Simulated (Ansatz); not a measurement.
# Li, response to strain

Base system: Li in the bcc (W type) structure (space group Im-3m, No. 229; a = 3.435 Å; relaxed with 0.1 eV smearing).

Strains are applied to the cell and any free atomic positions relax.

All numbers come from DFT with PBE, PAW potentials and a 420 eV plane-wave cutoff in Ansatz (a first-principles code), without spin-orbit coupling.

Candidates:
(a) isotropic strain +0.50 %
(b) isotropic strain −2.00 %
(c) isotropic strain −3.00 %
(d) isotropic strain +2.50 %

Notes on the quantities. energy relative to the base: free energy F.

Problem. Order them by energy relative to the base, highest first.

Solution. (c) isotropic strain −3.00 % (+7.7 meV/atom), (d) isotropic strain +2.50 % (+4.6 meV/atom), (b) isotropic strain −2.00 % (+3.4 meV/atom), (a) isotropic strain +0.50 % (+0.2 meV/atom)

Whether these cells are dynamically stable was not tested.
